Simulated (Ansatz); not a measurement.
System: Ca₂Si (Fm-3m, No. 225, 3 atoms in the cell; start mp-1009733). Method: LDA (Ansatz, a program for electronic structure, plane waves, PAW).

Settings: plane-wave cutoff 520 eV, 8×8×8 k mesh, Fermi–Dirac smearing 0.01 eV, scalar-relativistic PAW data made under PBE.

The cell is the one relaxed with PBEsol. Conventional cell: a = 7.0920 Å, b = 7.0920 Å, c = 7.0920 Å, α = 90.00°, β = 90.00°, γ = 90.00°.

```xyz
3
Lattice="0.0000 3.5460 3.5460 3.5460 0.0000 3.5460 3.5460 3.5460 0.0000" Properties=species:S:1:pos:R:3 pbc="T T T"
Ca     5.3190     5.3190     5.3190
Ca     1.7730     1.7730     1.7730
Si     0.0000     0.0000     0.0000
```

**Question.** List the 12 lowest band energies at Γ above −25 eV (eV, relative to the valence band maximum), grouping those that round alike.

**Answer.** At Γ: -21.51 (×3), -21.35 (×3), -6.62, -0.45 (×3), 1.74 (×2).

Note: cell and atoms aren't relaxed at this level (pressure -1.5 GPa).

A start named mp-… is a Materials Project structure, which need not be a measured phase.
